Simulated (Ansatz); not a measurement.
HfCl4 (P2/c, No. 13), treated with LDA (PAW; Ansatz, a first-principles code).

Settings: plane-wave cutoff 520 eV, 6×6×6 k mesh, Fermi–Dirac smearing 0.01 eV, scalar-relativistic PAW data made under PBE.

Cell (measured lattice):

```xyz
10
Lattice="6.3270 0.0000 0.0000 0.0000 7.3770 0.0000 -2.0236 0.0000 5.8605" Properties=species:S:1:pos:R:3 pbc="T T T"
Hf     1.6458     4.8880     4.3953
Hf     2.6576     2.4890     1.4651
Cl     0.4867     6.3627     3.0668
Cl     3.8166     1.0143     2.7937
Cl     2.8048     6.3627     5.7239
Cl     1.4985     1.0143     0.1365
Cl     0.7172     2.9043     2.9472
Cl     3.5862     4.4727     2.9132
Cl     2.5744     2.9043     5.8435
Cl     1.7290     4.4727     0.0170
```

**Question.** Give the computed band gap and smallest direct gap on the k points sampled.

**Answer.** 
* **band gap**: 3.84 eV
* **smallest direct gap on the k points sampled**: 3.89 eV

Note: cell and atoms aren't relaxed at this level (pressure -1.8 GPa).

Spin–orbit coupling is not included.

The computed numbers hold no vibrational or temperature effects.

It cost roughly 6 core-minutes of CPU time.
